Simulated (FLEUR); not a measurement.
Band structure of Sn (I4_1/amd, 2 atoms in the cell).

```yaml
crystal:
  lattice:
    - [-2.99512, 2.99512, 1.62921]
    - [2.99512, -2.99512, 1.62921]
    - [2.99512, 2.99512, -1.62921]
  atoms:
    - { symbol: Sn, position: [0.75000, 0.25000, 0.50000] }
    - { symbol: Sn, position: [0.00000, 0.00000, 0.00000] }
```

Method: PBE, all-electron FLAPW (FLEUR), scalar-relativistic valence run with FLEUR.

Settings: Kmax = 3.8 1/bohr; GmaxXC = 15.2 1/bohr; xcFunctional = pbe; jspins = 1; l_soc = F; mode = hist; fermiSmearingEnergy = 0.00183747 Htr; mesh (inpgen div1-3) = 8 8 8; inpgen gamma flag = true; Gmax = 15.2 1/bohr; numbands = 0; maxIterBroyd = 25; imix = Anderson; alpha = 0.05.

The starting cell comes from a database of computed structures (which also holds hypothetical and non-ambient phases and stackings), without a prior relaxation at this level. Its lattice was rescaled by a random factor within 2.5 % of one. Values depend on the basis (sphere radii, cutoffs, local orbitals), which need not be converged.

Levels in eV from the Fermi level, bands 11 to 18:
```json
[
 {"point": "Γ", "11": "-10.58", "12": "-3.84", "13": "-1.77", "14": "-1.77", "15": "3.10", "16": "5.87", "17": "5.87", "18": "6.40"},
 {"point": "X", "11": "-8.49", "12": "-8.49", "13": "0.62", "14": "0.62", "15": "1.45", "16": "1.45", "17": "5.74", "18": "5.74"},
 {"point": "M", "11": "-7.35", "12": "-7.35", "13": "-4.38", "14": "-4.38", "15": "4.84", "16": "4.84", "17": "8.69", "18": "8.69"},
 {"point": "Z", "11": "-6.40", "12": "-5.47", "13": "-2.74", "14": "-2.62", "15": "-2.62", "16": "2.72", "17": "5.36", "18": "5.36"},
 {"point": "P", "11": "-5.87", "12": "-5.87", "13": "-3.19", "14": "-3.19", "15": "3.39", "16": "3.39", "17": "3.66", "18": "3.66"},
 {"point": "N", "11": "-6.75", "12": "-5.17", "13": "-2.32", "14": "-1.52", "15": "-0.99", "16": "2.34", "17": "2.70", "18": "4.36"},
 {"point": "Z1", "11": "-6.40", "12": "-5.47", "13": "-2.74", "14": "-2.62", "15": "-2.62", "16": "2.72", "17": "5.36", "18": "5.36"}
]
```
